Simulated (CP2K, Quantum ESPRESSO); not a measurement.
A CP2K input for a self-consistent single point of Ge (Fd-3m, 2 atoms in the cell) (DFT LDA (Pade form), GPW, DZVP-MOLOPT-SR-GTH basis, GTH-PADE potentials (GTH_POTENTIALS)):

```
&GLOBAL
  PROJECT ge
  RUN_TYPE ENERGY_FORCE
  PRINT_LEVEL MEDIUM
&END GLOBAL
&FORCE_EVAL
  METHOD Quickstep
  STRESS_TENSOR ANALYTICAL
  &DFT
    BASIS_SET_FILE_NAME BASIS_MOLOPT
    POTENTIAL_FILE_NAME GTH_POTENTIALS
    &QS
      METHOD GPW
      EPS_DEFAULT 1E-10
    &END QS
    &MGRID
      CUTOFF 400
      REL_CUTOFF 40
      NGRIDS 5
    &END MGRID
    &SCF
      SCF_GUESS ATOMIC
      EPS_SCF 1E-6
      MAX_SCF 100
      ADDED_MOS 4
      &DIAGONALIZATION
        ALGORITHM STANDARD
      &END DIAGONALIZATION
      &MIXING
        METHOD BROYDEN_MIXING
        ALPHA 0.2
        NBUFFER 8
      &END MIXING
      &SMEAR ON
        METHOD FERMI_DIRAC
        ELECTRONIC_TEMPERATURE [K] 580.23
      &END SMEAR
    &END SCF
    &KPOINTS
      SCHEME MONKHORST-PACK 13 13 13
    &END KPOINTS
    &XC
      &XC_FUNCTIONAL PADE
      &END XC_FUNCTIONAL
    &END XC
    &PRINT
      &MO
        EIGENVALUES T
        OCCUPATION_NUMBERS T
        NDIGITS 8
        FILENAME mo
        &EACH
          QS_SCF 0
        &END EACH
        ADD_LAST NUMERIC
      &END MO
      &MULLIKEN ON
      &END MULLIKEN
    &END PRINT
  &END DFT
  &SUBSYS
    &CELL
      A 4.03680200 0.00000000 0.00000000
      B 2.01840100 3.49597300 0.00000000
      C 2.01840100 1.16532400 3.29603500
      PERIODIC XYZ
    &END CELL
    &COORD
      SCALED
      Ge       0.50000000     0.50000000     0.50000000
      Ge       0.75000000     0.75000000     0.75000000
    &END COORD
    &KIND Ge
      BASIS_SET DZVP-MOLOPT-SR-GTH
      POTENTIAL GTH-PADE-q4
    &END KIND
  &END SUBSYS
  &PRINT
    &FORCES ON
    &END FORCES
    &STRESS_TENSOR ON
    &END STRESS_TENSOR
  &END PRINT
&END FORCE_EVAL
```

Question: Translate this input to Quantum ESPRESSO.

Answer: This is the input that was run; spellings and numerical settings could be chosen otherwise.

```fortran
&CONTROL
    calculation = 'scf',
    prefix = 'Ge',
    outdir = './out',
    pseudo_dir = './',
    verbosity = 'high',
    tprnfor = .true.,
    tstress = .true.,
/
&SYSTEM
    ibrav = 0,
    nat = 2,
    ntyp = 1,
    ecutwfc = 30,
    ecutrho = 180,
    occupations = 'smearing',
    smearing = 'fd',
    degauss = 0.0036749,
/
&ELECTRONS
    conv_thr = 1.0d-9,
    mixing_beta = 0.4,
/
ATOMIC_SPECIES
Ge    72.6300  Ge.pz-n-kjpaw_psl.1.0.0.UPF
ATOMIC_POSITIONS {bohr}
Ge    5.394128736    5.394128736    5.394128736
Ge    8.091193105    8.091193105    8.091193105
K_POINTS {automatic}
13 13 13  0 0 0
CELL_PARAMETERS {angstrom}
   0.000000000     2.854450000     2.854450000
   2.854450000     0.000000000     2.854450000
   2.854450000     2.854450000     0.000000000
```

Basis, cutoffs, solver keys and any potentials are the target program's own. This input uses DFT, LDA (PZ), plane waves, PSlibrary PAW (LDA) pseudopotentials. LDA parametrisations can differ slightly between programs. Both were run: pressure -3.88 GPa in CP2K and -2.64 in Quantum ESPRESSO.

On CP2K: the starting cell comes from a database of computed structures (which also holds hypothetical and non-ambient phases and stackings), without a prior relaxation at this level. Its lattice was rescaled by a random factor within 2.5 % of one. Values carry the incompleteness of an atom-centred basis. With a pressure of about -4 GPa the cell is away from its equilibrium volume at this level.

On Quantum ESPRESSO: the starting cell comes from a database of computed structures (which also holds hypothetical and non-ambient phases and stackings), without a prior relaxation at this level. Its lattice was rescaled by a random factor within 2.5 % of one.
